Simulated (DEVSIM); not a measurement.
Device: Schottky contact on p-type GaSb, at 250 K.

Layer 1 from the left is GaSb, thickness (μm) 3.40, Na (cm⁻³) 5.3e15, τn (s) 5.1e-10, τp (s) 5.1e-10.

Left contact: Schottky, work function 4.216 eV, emission velocity 4.2e6 cm/s. Right contact: ohmic. Voltage is applied to the left contact. Recombination: SRH at mid-gap, Auger. Mobility is μmin + (μ − μmin)/(1 + (N/Nref)^α).

This is a model device: material constants are rounded textbook-type values typed into the input, and sizes, dopings and lifetimes were drawn at random. Values at 300 K; Nc and Nv go as T^1.5, mobilities as T to minus their exponent, the gap by Varshni's rule with the affinity fixed.

GaSb: gap (eV) 0.726, affinity (eV) 4.06, permittivity 15.7, Nc (cm⁻³) 2.1e17, Nv (cm⁻³) 1.8e19, μn (cm²/Vs) 5000, μp (cm²/Vs) 850, μn,min 1000, μp,min 190, Nref,n 2.8e17, Nref,p 9e17, αn 1.05, αp 0.65, T exponent of μn 2, T exponent of μp 1.7, Cn (cm⁶/s) 5e-30, Cp (cm⁶/s) 5e-30, Varshni α (eV/K) 0.00042, Varshni β (K) 140.

Q: Estimate by hand the built-in potential, the peak field at zero bias, the capacitance at 1.5 V, and compare with a numerical solution.

A: 
- Built-in potential: barrier φB = 0.589 eV; Vbi = φB − kT/q ln(N_band/N) = 0.419 V; numerical 0.419 V.
- Peak field at zero bias: depletion approximation: W = √(2εVbi/(qN)) = 0.371 μm with N = 5.30e15 cm⁻³; field = 2Vbi/W = 22600 V/cm; numerical 22000 V/cm (estimate above by 2.7 %).
- Capacitance at 1.5 V: C = √(qεN / 2(Vbi + |V|)) = 17.5 nF/cm²; numerical 17.6 nF/cm² (estimate below by 0.57 %).

Simulated with DEVSIM: 1D drift-diffusion, Boltzmann statistics, complete ionisation; no tunnelling, impact ionisation, image-force lowering or self-heating. Metal contacts follow the ideal Schottky-Mott rule: no Fermi-level pinning, no interface dipoles.
